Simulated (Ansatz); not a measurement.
Cubic perovskite KCdF3, treated with LDA in Ansatz (plane waves, PAW).

Numerical settings: plane-wave cutoff 520 eV, 8×8×8 k mesh, Fermi–Dirac smearing 0.01 eV, scalar-relativistic PAW data made under PBE.

The cell is scaled about its equilibrium volume:

| V (Å³/atom) | P (GPa) | direct gap at Γ (eV) | smallest gap on the k mesh (eV) |
|---|---|---|---|
| 14.990 | 5.35 | 5.417 | 2.820 |
| 15.309 | 3.35 | 5.264 | 2.823 |
| 15.628 | 1.58 | 5.117 | 2.824 |
| 15.947 | 0.00 | 4.976 | 2.822 |
| 16.266 | -1.41 | 4.841 | 2.819 |
| 16.584 | -2.66 | 4.710 | 2.815 |
| 16.903 | -3.77 | 4.584 | 2.808 |

The fundamental gap (2.82 eV at the equilibrium volume, with added k points) lies elsewhere than Γ–Γ.

Note: the relaxation could not lower the start's symmetry, so the cell can be a saddle point above a distorted one.

Spin–orbit coupling is not included.

Ansatz is an electronic-structure program.
